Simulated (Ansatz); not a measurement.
The starting structures come from a database of crystals and need not be the phases stable at ambient conditions.

 Where the default PAW files enter, the runs use the earlier of Ansatz's two default sets.

```yaml
crystal:
  lattice:
    - [4.00390, 0.00000, 0.00000]
    - [0.00000, 4.00390, 0.00000]
    - [0.00000, 0.00000, 5.62318]
  atoms:
    - { symbol: Zn, position: [0.00000, 0.00000, 0.00000] }
    - { symbol: Sn, position: [0.50000, 0.50000, 0.50000] }
    - { symbol: P, position: [0.00000, 0.50000, 0.22706] }
    - { symbol: P, position: [0.50000, 0.00000, 0.77294] }
```

Space group of this cell: P-4m2. The cell is taken as given; by PBEsol its mean pressure is -0.8 GPa.

Transport runs along the normal of the first two printed cell vectors, the (001) plane of the conventional cell.

The gap is the functional's own, uncorrected, and κ follows it; spin-orbit coupling is left out. Mid-gap values are interpolated between the computed energies.

Question: State the band gap and the smallest decay constant κ at mid-gap according to Ansatz (a first-principles code) with PBEsol.

Answer: Gap 0.48 eV on a 8×8×6 mesh; κ = 0.050 1/Å, at the zone centre.
